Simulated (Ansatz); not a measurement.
Base system: Si in the diamond structure (space group Fd-3m, No. 227; a = 5.4443 Å). Axes: x, y, z lie along the cube axes.

All numbers come from r2SCAN, PAW, 500 eV (Ansatz, a program for electronic structure; spin-orbit coupling left out).

Strains are applied to the cell and any free atomic positions relax; under biaxial strain the out-of-plane vector relaxes too.

One change was made to it. Results:

The band gap decreases by 0.183 eV to 0.59 eV; the valence-band top at Γ (three highest levels, from the VBM) goes from 0.00, 0.00, 0.00 eV to 0.00, 0.00, -0.20 eV.

**Question.** Which of these changes matches the shifts?
(A) biaxial strain −1.00 %, plane normal [001], relaxed out of plane
(B) biaxial strain −1.50 %, plane normal [001], relaxed out of plane
(C) biaxial strain −2.50 %, plane normal [001], relaxed out of plane
(D) biaxial strain −3.00 %, plane normal [001], relaxed out of plane

**Answer.** B, biaxial strain −1.50 %, plane normal [001], relaxed out of plane. For comparison, the band gap in the other runs: biaxial strain −2.50 %, plane normal [001], relaxed out of plane gives 0.47 eV; biaxial strain −1.00 %, plane normal [001], relaxed out of plane gives 0.65 eV; biaxial strain −3.00 %, plane normal [001], relaxed out of plane gives 0.40 eV.

Stability against distortions was not tested.
